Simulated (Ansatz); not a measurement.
We consider quartz-high SiO₂ (high-temperature phase), described by HSE06 (Ansatz, an electronic-structure program, plane waves, PAW).

Run with plane-wave cutoff 460 eV, 6×6×4 k mesh (along the axes of the cell as run), Fermi–Dirac smearing 0.01 eV, scalar-relativistic PAW data made under PBE.

Cell (relaxed with PBEsol):

```
CELL_PARAMETERS angstrom
      5.08149     0.00000     0.00000
     -2.54074     4.40070     0.00000
      0.00000     0.00000     5.55957
ATOMIC_POSITIONS crystal
  Si 0.00000 0.50000 0.33333
  Si 0.50000 0.00000 0.00000
  Si 0.50000 0.50000 0.66667
  O  0.58446 0.79223 0.83333
  O  0.79223 0.58446 0.50000
  O  0.20777 0.79223 0.16667
  O  0.41554 0.20777 0.83333
  O  0.20777 0.41554 0.50000
  O  0.79223 0.20777 0.16667
```

Question: Predict the band gap and smallest direct gap on the k points sampled.

Answer: 
- band gap = 7.42 eV (indirect)
- smallest direct gap on the k points sampled = 7.61 eV

Note: symmetry holds this phase in the static calculation, where it need not be a minimum; held by symmetry at 0 K, a high-temperature phase can be a saddle point; cell and atoms aren't relaxed at this level (largest force component 0.19 eV/Å, pressure -2.4 GPa).

Computed values are for the static lattice.
